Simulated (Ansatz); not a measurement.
Consider the following.

```yaml
crystal:
  lattice:
    - [3.11476, 0.00000, 0.00000]
    - [-1.55738, 2.69746, 0.00000]
    - [0.00000, 0.00000, 11.77233]
  atoms:
    - { symbol: W, position: [0.33333, 0.66667, 0.25000] }
    - { symbol: W, position: [0.66667, 0.33333, 0.75000] }
    - { symbol: S, position: [0.33333, 0.66667, 0.61645] }
    - { symbol: S, position: [0.66667, 0.33333, 0.38355] }
    - { symbol: S, position: [0.66667, 0.33333, 0.11645] }
    - { symbol: S, position: [0.33333, 0.66667, 0.88355] }
```

Calculation: PBEsol+D3BJ with spin-orbit coupling, rigid bands (plane waves, PAW; Ansatz, an electronic-structure program). Cell: cell and atoms relaxed with PBEsol+d3bj.

**Question.** What conductivity effective mass do dilute holes have at 300 K?

**Answer.** 0.47 (x), 0.47 (y), 0.95 (z) mₑ.

**Question.** Predict the electron conductivity mass (n e² τ/σ) at 300 K, by direction if it differs.

**Answer.** 0.48 (x), 0.48 (y), 0.43 (z) mₑ.

**Question.** And the band gap?

**Answer.** 0.61 eV at this level; semilocal functionals usually fall short of the measured gap.

Rigid bands, one relaxation time for all states, no polarons. Geometry: cell and atoms relaxed with PBEsol+D3(BJ).

PBEsol with a dispersion correction tends to overbind, so the cell can be several per cent short, in bad cases over ten, which usually narrows a gap: WS2 (P6_3/mmc).
